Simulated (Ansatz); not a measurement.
Bond-angle distributions (per cent of the angles at each element, bins of 10°) of a relaxed model of amorphous Al20Te30 at 4.53 g/cm³. All values below come from PBE-D3(BJ), scalar-relativistic without spin-orbit coupling, PAW (Ansatz default set, large-core Te) (plane waves to 420 eV; Ansatz, a quantum-chemistry and plane-wave program).

Preparation: random packing, a CHGNet melt and quench, and a DFT relaxation. The hot cell started wider than the set density and was brought back towards it in steps. It is the lowest in DFT energy of 2 quenches. It is a model cell: composition and starting density were chosen by hand, and all elements were melted together. The geometry includes D3(BJ) dispersion. Its density started from a set value of 4.79 and ended at 4.53 g/cm³. The quench (nominally 83 K/ps over its main leg) was far faster than any real one, so the model tends to hold more defects than a real film. A cell of this size samples the disorder only roughly. The volume was free in the relaxation, at fixed shape. Stress components on the final sampling reach 1.4 GPa. Cycles of charging lowered its energy after that relaxation.

Cut-offs for bonds: Al-Al 2.90 Å, Al-Te 3.08 Å, Te-Te 3.31 Å.

```
angle (°)  at Al  at Te
---------  -----  -----
50-60          0      0
60-70          0      2
70-80          2     18
80-90          8     20
90-100        20     22
100-110       31     21
110-120       19      5
120-130       12      5
130-140        3      2
140-150        3      1
150-160        1      1
160-170        2      2
170-180        0      0
```

They go with these counts of neighbours within the cut-offs, cation contacts included: Al mean 4.1, most often 4; Te mean 2.9, most often 3.
